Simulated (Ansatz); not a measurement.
Start from BaTiHO2 (space group P4/mmm, No. 123; ferromagnetic; a hypothetical phase, not in the database extracts checked).

```xyz
5
Lattice="3.9941 0.0000 0.0000 0.0000 3.9941 0.0000 0.0000 0.0000 3.9138" Properties=species:S:1:pos:R:3 pbc="T T T"
Ba     1.9970     1.9970     1.9569
Ti     0.0000     0.0000     0.0000
O      1.9970     0.0000     0.0000
O      0.0000     1.9970     0.0000
H      0.0000     0.0000     1.9569
```

Levels (all Ansatz, a first-principles code, PAW): PBEsol (420 eV, without spin-orbit coupling); r2SCAN (500 eV, scalar-relativistic without spin-orbit coupling).

The geometry is relaxed with PBEsol.

| Property | Value |
|---|---|
| PBEsol pressure | 0.0 GPa |
| PBEsol largest site moment | 0.35 μB |
| PBEsol magnetic state | ferromagnetic |

Problem. What does r2SCAN give at this geometry for the pressure, largest site moment and magnetic state?

Solution. The pressure goes from zero to 4.7 GPa; the largest site moment increases by 0.24 μB (0.35 μB → 0.59 μB); the magnetic state stays ferromagnetic.

Other magnetic orders, which the real material may have, were not ruled out. Single points use the geometry relaxed with PBEsol. Their cutoffs differ, which shifts pressures a little. Whether these cells are dynamically stable was not tested. No Hubbard U is applied, and correlation can decide whether such a compound is a metal.
